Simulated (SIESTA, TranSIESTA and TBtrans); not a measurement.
Run with TranSIESTA and TBtrans (open boundaries, self-consistent; PseudoDojo norm-conserving potentials, scalar-relativistic): Spin polarized, PAO.BasisSize DZP, PAO.EnergyShift 0.15 eV, XC.Authors PBE, Mesh.Cutoff 200 Ry, ElectronicTemperature 300 K, TS.Voltage 0.0 eV, TBT.Elecs.Eta 0.001 eV.

Junction: Fe chain bridged by a linear C6 unit along the axis. Leads: straight Fe chain, spacing 2.25 Å. Geometry: 8 atoms about the centre moved by SIESTA (PBE, DZP) to a largest force of 0.03 eV/Å, all others as built, motion along the axis alone.

Question: Give the largest eigenchannel transmissions at the Fermi level (four at most) and the total.

Answer: Up: 2.4e-5 (total 2.4e-5); down: 0.30, 0.30 (total 0.60). The magnetic order of the leads was set by the start, and no other order was tried; the separate lead runs end at 3.39 (left) and 3.39 (right) μB an atom. The straight chain is held at its spacing; free chains may zigzag or dimerise.
